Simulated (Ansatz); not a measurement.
## SiC: pressure −1 GPa

The parent structure is SiC (space group P6_3mc, No. 186; a = 3.094 Å, c = 10.129 Å).

Perturbation: a negative pressure, −1 GPa.

Method: DFT with PBE, PAW potentials and a 420 eV plane-wave cutoff in Ansatz (an electronic-structure program), no SOC, earlier PAW set. Γ-centred 12×12×4 mesh, Fermi–Dirac width 0.05 eV.

The volume per atom grows by 0.05 Å³ (10.50 Å³ → 10.55 Å³) and the density falls by 0.01 g/cm³ to 3.16 g/cm³. The lattice parameter a grows by 0.005 Å, from 3.094 Å to 3.099 Å and the c/a ratio is still 3.274. The enthalpy H = E + PV relative to the base's energy is -0.07 eV/atom and the band gap remains 2.22 eV. The gap character is still indirect, Γ → M and the smallest direct gap remains 3.34 eV. The valence-band top at Γ (three highest levels, from the VBM) remains 0.00, 0.00, -0.05 eV.

Final structure:

```
CELL_PARAMETERS angstrom
      3.09892     0.00000     0.00000
     -1.54946     2.68374     0.00000
      0.00000     0.00000    10.14516
ATOMIC_POSITIONS crystal
  Si 0.00000 0.00000 0.00031
  Si 0.00000 0.00000 0.50031
  Si 0.66667 0.33333 0.75026
  Si 0.33333 0.66667 0.25026
  C  0.00000 0.00000 0.81285
  C  0.00000 0.00000 0.31285
  C  0.66667 0.33333 0.56221
  C  0.33333 0.66667 0.06221
```

Load acts through the strain it causes; cell and atoms are relaxed under it. Stability against distortions was not tested.
